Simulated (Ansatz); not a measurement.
Base system: MoTe₂ (space group P6_3/mmc, No. 194; a = 3.4340 Å, c = 13.3294 Å; layered, stacked along the Cartesian z axis). Axes: x lies along a and z along c of the hexagonal cell.

Calculations: PBEsol-D3(BJ), PAW, 420 eV (Ansatz, an electronic-structure program; no spin-orbit coupling).

Now apply this change: uniaxial strain ε_xx = +1.20 %, all other strain components held at zero; the atoms relax in the strained cell.

Predict the stress tensor and what it implies for the stiffness.

Stress of the strained cell less that of the base (GPa, compression positive):
```
  -1.77    0.00    0.00
   0.00   -0.41    0.00
   0.00    0.00   -0.30
```

Then −Δσ_ii/ε with ε = 0.0120 gives relaxed-ion elastic constants: C11 ≈ 148 GPa, C12 ≈ 34 GPa and C13 ≈ 25 GPa.

Stability against distortions was not tested.
